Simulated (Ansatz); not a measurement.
Antifluorite K2S, treated with B3LYP (VWN-RPA form) (Ansatz, a quantum-chemistry and plane-wave program, plane waves, PAW).

Numerical settings: plane-wave cutoff 460 eV, 6×6×6 k mesh, Fermi–Dirac smearing 0.01 eV, scalar-relativistic PAW data made under PBE.

Response to compression and expansion:

```
V (Å³/atom)  P (GPa)  direct gap at Γ (eV)  smallest gap on the k mesh (eV)
-----------  -------  --------------------  -------------------------------
33.073          1.28                 3.946                            3.732
34.272          0.49                 3.811                            3.632
34.990          0.08                 3.734                            3.574
36.030         -0.43                 3.629                            3.493
36.909         -0.81                 3.545                            3.427
```

The fundamental gap (3.56 eV at the equilibrium volume, on the SCF mesh) lies elsewhere than Γ–Γ.
